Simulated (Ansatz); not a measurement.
# Ru: biaxial strain −2.62 %, plane normal [001], relaxed out of plane

Take Ru in the hcp (Mg type) structure (space group P6_3/mmc, No. 194; a = 2.705 Å, c = 4.260 Å) as the base. Axes: x lies along a and z along c of the hexagonal cell.

One thing is altered: biaxial strain −2.62 %, plane normal [001], relaxed out of plane (Cartesian); in-plane vectors clamped, the third vector and the atoms free.

All numbers come from r2SCAN/PAW in Ansatz (a program for electronic structure), no spin-orbit coupling. Γ-centred 20×20×11 mesh, Fermi–Dirac width 0.05 eV.

- Volume per atom: 12.98 Å³ (base 13.49 Å³)
- Space group: P6_3/mmc (No. 194) (base P6_3/mmc (No. 194))
- Pressure (mean of the normal stresses, compression positive): 14.4 GPa (base 0.0 GPa)
- Band gap: zero (base zero)
- Out-of-plane strain: +1.45 % (rough)
- Mean in-plane stress (compression positive): +21.6 GPa (rough)

Final structure (turned so that z lies along the plane normal):

```
Ru
1.0
    2.63370     0.00000     0.00000
    1.31685     2.28085     0.00000
    0.00000     0.00000     4.32173
Ru
2
Direct
  0.33333   0.33333   0.75000
  0.66667   0.66667   0.25000
```

Without a gap, meshes like the base's 20×20×11 leave anisotropic stresses uncertain by several tenths of a GPa, and small strain energies with them. No phonon test of stability was made. All final runs are without spin polarisation.
